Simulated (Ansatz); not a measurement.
Formation energy of the localised charge states of Sb on the N site in wurtzite GaN (start: the N site; 96-site cell, 2×2×2 shifted sampling) against the Fermi level, Ga-rich (Δμ(N) = -0.88 eV, Δμ(Sb) = -0.32 eV, bounded by zinc-blende GaSb; only phases computed here count, gases as isolated molecules at 0 K). Method: PBE, PAW (plane waves to 420 eV; Ansatz, an electronic-structure program).

Charges from +1 to −1 were run; one beyond them could lie lower near a band edge.

Details: 96-site cell; 2×2×2 shifted k-points; host gap 1.71 eV; charged states image-corrected; no spin–orbit coupling; finite-size errors of tenths of an eV; flagged in the runs: a host whose relaxation on this sampling wasn't shown to rest, a strain field that reaches the edge of the cell.

Left out: charge −1 (carrier in host band states).

```json
[
 {"E_F − E_VBM (eV)": "0.00", "q = +1": "4.81", "q = 0": "5.28"},
 {"E_F − E_VBM (eV)": "0.21", "q = +1": "5.02", "q = 0": "5.28"},
 {"E_F − E_VBM (eV)": "0.43", "q = +1": "5.24", "q = 0": "5.28"},
 {"E_F − E_VBM (eV)": "0.64", "q = +1": "5.45", "q = 0": "5.28"},
 {"E_F − E_VBM (eV)": "0.86", "q = +1": "5.67", "q = 0": "5.28"},
 {"E_F − E_VBM (eV)": "1.07", "q = +1": "5.88", "q = 0": "5.28"},
 {"E_F − E_VBM (eV)": "1.28", "q = +1": "6.09", "q = 0": "5.28"},
 {"E_F − E_VBM (eV)": "1.50", "q = +1": "6.31", "q = 0": "5.28"},
 {"E_F − E_VBM (eV)": "1.71", "q = +1": "6.52", "q = 0": "5.28"}
]
```

Crossings of the lowest lines: (+1/0) at 0.47 eV.
